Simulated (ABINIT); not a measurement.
# Pressure against volume in rutile-structure SnO2 (space group 136) (ABINIT, LDA)

```
CELL_PARAMETERS angstrom
      4.55565     0.00000     0.00000
      0.00000     4.55565     0.00000
      0.00000     0.00000     3.06593
ATOMIC_POSITIONS crystal
  Sn 0.00000 0.00000 0.00000
  Sn 0.50000 0.50000 0.50000
  O  0.30700 0.30700 0.00000
  O  0.80700 0.19300 0.50000
  O  0.19300 0.80700 0.50000
  O  0.69300 0.69300 0.00000
```

Method: LDA (PW92), norm-conserving pseudopotentials (PseudoDojo nc-sr-04 LDA standard) (plane waves; ABINIT). Settings: pseudos = [Sn.upf, O.upf]; ecut = 55 Ha; occopt = 3; tsmear = 0.01 eV; ngkpt = 6 6 8; nshiftk = 1; shiftk = 0 0 0; potentials = PseudoDojo nc-sr-04 LDA standard; nband = 34; kptopt = 1; nstep = 60; tolvrs = 1e-11. The cell above is the first row's. The rows scale it uniformly. In all rows fractional positions and the k mesh are held.

| V (Å^3/atom) | P (GPa) |
|---|---|
| 10.605 | ? |
| 10.836 | 25.36 |
| 11.066 | 18.75 |
| 11.297 | 12.85 |
| 11.527 | 7.56 |
| 11.758 | 2.83 |
| 11.988 | -1.39 |
| 12.219 | -5.17 |
| 12.449 | -8.54 |

### Question
Using a cubic, estimate the missing P at V = 10.605 from the other rows, showing the fit.

### Answer
With u = V - 11.6, the rows have u = -0.7640, -0.5340, -0.3030, -0.0730, 0.1580, 0.3880, 0.6190, 0.8490. Least squares gives P = 6.005 - 20.9219·u + 5.1460·u² - 0.8080·u³. Residuals (row less fit): 0.007, -0.018, 0.011, 0.000, 0.005, -0.005, -0.004, 0.003; standard error 0.012 (degrees of freedom: 4). The fitted pressure is zero at V0 = 11.91, where dP/dV = -17.97, so B0 = -V0·dP/dV = 214 GPa. At the withheld row, u = -0.9950, so P = 6.005 - 20.9219 × (-0.9950) + 5.1460 × (-0.9950)² - 0.8080 × (-0.9950)³ = 32.713 GPa. The calculation gives 32.74 GPa, 0.027 GPa above the prediction (0.1 % of the range of P in the table). The row lies outside the fitted rows, so this is an extrapolation. From the scatter of the fitted rows alone, a prediction at this place has a standard error of 0.031 GPa, so the miss is 0.9 times that.

Carrying the step between the two nearest rows on in a straight line would have given 32.00, off by 0.74; series whose last step already gives the withheld value aren't shown. The scan was laid around a cell of about the measured size, scaled by a guess for this functional; axis ratios and inner coordinates come from that cell. The runs keep the symmetry of the cell, so they don't test it for distortions. The shape of the cell and the inner coordinates aren't relaxed, so V0 and B0 belong to this uniform scaling; a relaxed crystal lies no higher in energy and is usually softer (forces reach 0.68 eV/Å in these rows). Cutoffs and mesh are single choices, not tested for convergence of this quantity. Series with a scatter that would blur these digits, or in which a gap closes, are not shown.
